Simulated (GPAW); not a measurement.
# Worked example: self-consistent single point of CoSi (P2_13, 8 atoms in the cell) in GPAW

Method: PBE, GPAW PAW datasets PBE (gpaw-data 1.0.1) (plane waves; GPAW).

Input as run:

```python
from ase import Atoms
from ase.units import GPa
from gpaw import GPAW

atoms = Atoms(['Co', 'Co', 'Co', 'Co', 'Si', 'Si', 'Si', 'Si'],
              cell=[[4.423006, 0.000000, 0.000000],
                    [0.000000, 4.423006, 0.000000],
                    [0.000000, 0.000000, 4.423006]],
              positions=[[3.777689, 2.856820, 1.566186],
                         [2.856820, 1.566186, 3.777689],
                         [1.566186, 3.777689, 2.856820],
                         [0.645317, 0.645317, 0.645317],
                         [0.692377, 1.519126, 2.903880],
                         [1.519126, 2.903880, 0.692377],
                         [2.903880, 0.692377, 1.519126],
                         [3.730629, 3.730629, 3.730629]],
              pbc=True)

calc = GPAW(mode={'name': 'pw', 'ecut': 800},
            xc='PBE',
            kpts=(9, 9, 9),
            occupations={'name': 'methfessel-paxton', 'width': 0.272, 'order': 0},
            nbands=-14,
            convergence={'forces': 0.001},
            symmetry={'symmorphic': False, 'tolerance': 0.0005},
            maxiter=100,
            txt='-')

atoms.calc = calc

energy = atoms.get_potential_energy()
print('Energy (eV):', round(energy, 6))
forces = atoms.get_forces()
print('Forces (eV/Ang):')
print(forces.round(5))
stress = atoms.get_stress()
print('Stress (GPa, Voigt):', (stress / GPa).round(4))
```

Output (repeated stretches shortened):

```
Input parameters:
  convergence: {forces: 0.001}
  kpts: [9 9 9]
  maxiter: 100
  mode: {ecut: 800,
         name: pw}
  nbands: -14
  occupations: {name: methfessel-paxton,
                order: 0,
                width: 0.272}
  symmetry: {symmorphic: False,
             tolerance: 0.0005}
  xc: PBE

species:
  Co:
    name: Cobalt
    Z: 27.0
    valence: 9
    core: 18
    charge: 0.0
    file: Co.PBE.gz

    # Using partial waves for Co as LCAO basis

  Si:
    name: Silicon
    Z: 14.0
    valence: 4
    core: 10
    charge: 0.0
    file: Si.PBE.gz

    # Using partial waves for Si as LCAO basis

Reference energy: -183156.216624  # eV

Spin-paired calculation

Convergence criteria:
 Maximum [total energy] change in last 3 cyles: 0.0005 eV / valence electron
 Maximum integral of absolute [dens]ity change: 0.0001 electrons / valence electron
 Maximum integral of absolute [eigenst]ate change: 4e-08 eV^2 / valence electron
 Maximum change in the atomic [forces] across last 2 cycles: 0.001 eV/Ang OR
Maximum error relative to the maximum force is below inf
 Maximum number of scf [iter]ations: 100

Symmetries present (total): 12
Symmetries with fractional translations: 9
729 k-points: 9 x 9 x 9 Monkhorst-Pack grid
45 k-points in the irreducible part of the Brillouin zone
       k-points in crystal coordinates                weights
   0:     0.00000000    0.00000000    0.00000000          1/729
   1:     0.11111111    0.00000000    0.00000000          6/729
   2:     0.11111111    0.11111111    0.00000000         12/729
   [... 7 lines left out ...]
          ...
  44:     0.44444444    0.44444444    0.44444444          8/729

Wave functions: Plane wave expansion
  Cutoff energy: 800.000 eV
  Number of coefficients (min, max): 4428, 4464
  Pulay-stress correction: 0.000000 eV/Ang^3 (de/decut=0.000000)

Occupation numbers: Methfessel-Paxton:
  width: 0.2720  # eV
  order: 0

Eigensolver

Densities:
  Coarse grid: 30*30*30 grid
  Fine grid: 60*60*60 grid
  Total Charge: 0.000000

Density mixing:
  Method: separate
  Backend: pulay
  Linear mixing parameter: 0.05
  old densities: 5
  Damping of long wavelength oscillations: 50

Hamiltonian:
  XC and Coulomb potentials evaluated on a 60*60*60 grid
  External potential:
    NoExternalPotential

XC parameters: PBE with 2 nearest neighbor stencil

Number of atoms: 8
Number of atomic orbitals: 52
Number of bands in calculation: 40
Number of valence electrons: 52
Bands to converge: occupied

Density initialized from atomic densities
  40 bands from LCAO basis set

Atomic positions and initial magnetic moments

Positions:
   0 Co     3.777689    2.856820    1.566186    ( 0.0000,  0.0000,  0.0000)
   1 Co     2.856820    1.566186    3.777689    ( 0.0000,  0.0000,  0.0000)
   2 Co     1.566186    3.777689    2.856820    ( 0.0000,  0.0000,  0.0000)
   3 Co     0.645317    0.645317    0.645317    ( 0.0000,  0.0000,  0.0000)
   4 Si     0.692377    1.519126    2.903880    ( 0.0000,  0.0000,  0.0000)
   5 Si     1.519126    2.903880    0.692377    ( 0.0000,  0.0000,  0.0000)
   6 Si     2.903880    0.692377    1.519126    ( 0.0000,  0.0000,  0.0000)
   7 Si     3.730629    3.730629    3.730629    ( 0.0000,  0.0000,  0.0000)

Unit cell:
           periodic     x           y           z      points  spacing
  1. axis:    yes    4.423006    0.000000    0.000000    30     0.1474
  2. axis:    yes    0.000000    4.423006    0.000000    30     0.1474
  3. axis:    yes    0.000000    0.000000    4.423006    30     0.1474

  Lengths:   4.423006   4.423006   4.423006
  Angles:   90.000000  90.000000  90.000000

Effective grid spacing dv^(1/3) = 0.1474

     iter     time        total  log10-change:
                         energy   eigst   dens  force
iter:   1 --:--:--   -60.108887
iter:   2 --:--:--   -59.919640   -0.26  -1.20
iter:   3 --:--:--   -59.592382   -0.89  -1.24
iter:   4 --:--:--   -59.865591   -1.03  -1.33
iter:   5 --:--:--   -59.942026   -0.91  -1.53
iter:   6 --:--:--   -59.539606   -2.07  -1.65
iter:   7 --:--:--   -59.463469   -2.06  -1.92
iter:   8 --:--:--   -59.471442   -3.08  -2.71
iter:   9 --:--:--   -59.462504c  -3.21  -2.49
iter:  10 --:--:--   -59.462541c  -4.63  -3.19
iter:  11 --:--:--   -59.462541c  -5.65  -3.70
iter:  12 --:--:--   -59.462529c  -6.33  -3.76
iter:  13 --:--:--   -59.462527c  -6.77  -3.87
iter:  14 --:--:--   -59.462527c  -6.89  -3.93
iter:  15 --:--:--   -59.462520c  -6.99  -4.09c
iter:  16 --:--:--   -59.462522c  -7.08  -4.37c
iter:  17 --:--:--   -59.462522c  -7.47c -4.67c
iter:  18 --:--:--   -59.462522c  -8.47c -4.78c -3.60c

Converged after 18 iterations.

Dipole moment: (-0.000000, -0.000000, -0.000000) |e|*Ang

Energy contributions relative to reference atoms: (reference = -183156.216624)

Kinetic:        +71.282104
Potential:      -52.210806
External:        +0.000000
XC:             -78.179040
Entropy (-ST):   -0.080058
Local:           -0.314751
SIC:             +0.000000
--------------------------
Free energy:    -59.502551
Extrapolated:   -59.462522

Showing only first 2 kpts
 Kpt  Band  Eigenvalues  Occupancy
  0    24     11.91534    1.40934
  0    25     11.91534    1.40934
  0    26     11.91534    1.40934
  0    27     14.44353    0.00000

  1    24     11.74703    1.84234
  1    25     11.87759    1.53713
  1    26     12.16828    0.43703
  1    27     14.00311    0.00000

Fermi level: 12.01879

No gap
No difference between direct/indirect transitions
Energy (eV): -59.462522

Forces in eV/Ang:
  0 Co    0.01324   -0.01324    0.01324
  1 Co   -0.01324    0.01324    0.01324
  2 Co    0.01324    0.01324   -0.01324
  3 Co   -0.01324   -0.01324   -0.01324
  4 Si    0.00728   -0.00728    0.00728
  5 Si   -0.00728    0.00728    0.00728
  6 Si    0.00728    0.00728   -0.00728
  7 Si   -0.00728   -0.00728   -0.00728

Stress tensor:
    -0.017829     0.000000    -0.000000
     0.000000    -0.017829     0.000000
    -0.000000     0.000000    -0.017829
Stress (GPa, Voigt): [-2.8565 -2.8565 -2.8565  0.     -0.      0.    ]
```

The run converged in 18 iterations. GPAW prints stress with tension positive.

The starting cell comes from a database of computed structures (which also holds hypothetical and non-ambient phases and stackings), without a prior relaxation at this level. Its lattice was rescaled by a random factor within 2.5 % of one. Spin polarisation is off.

Cost on one core of a shared machine: roughly 4 min.
